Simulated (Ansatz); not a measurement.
O vacancy in monoclinic HfO2, relaxed from 3 sites or starts (the O(2,4-fold) site, a neighbour pushed 0.95 Å away from the vacancy; the O(2,4-fold) site, a neighbour pushed 0.95 Å away from the vacancy; the O(1,3-fold) site, a neighbour pushed 0.95 Å away from the vacancy); at each charge the lowest end counts.

The numbers are results of PBE, PAW (plane waves to 420 eV; Ansatz, a quantum-chemistry and plane-wave program), not measurements. Cell and caveats: 96-site cell; 2×2×2 shifted k-points; host gap 4.04 eV; charged states image-corrected; no spin–orbit coupling; finite-size errors of tenths of an eV; flagged in the runs: for some of the defects a doubtful potential alignment, a host whose relaxation on this sampling wasn't shown to rest.

```
charge                   neighbours at the lowest end (Å)  corrected energy + q E_VBM, against the first (eV)
------  -------------------------------------------------  --------------------------------------------------
+2      O 2.16, Hf 2.29, Hf 2.32, Hf 2.32, O 2.43, O 2.55                                                0.00
+1              Hf 2.16, Hf 2.18, Hf 2.22, O 2.38, O 2.52                                                2.61
0                      Hf 2.15, Hf 2.16, Hf 2.26, Hf 2.28                                                5.47
```

Charges from +2 to 0 were run. The lines E(q) + q E_F give the stable charge, which changes above the valence-band maximum at (+2/+1) at 2.61 eV; (+1/0) at 2.86 eV.
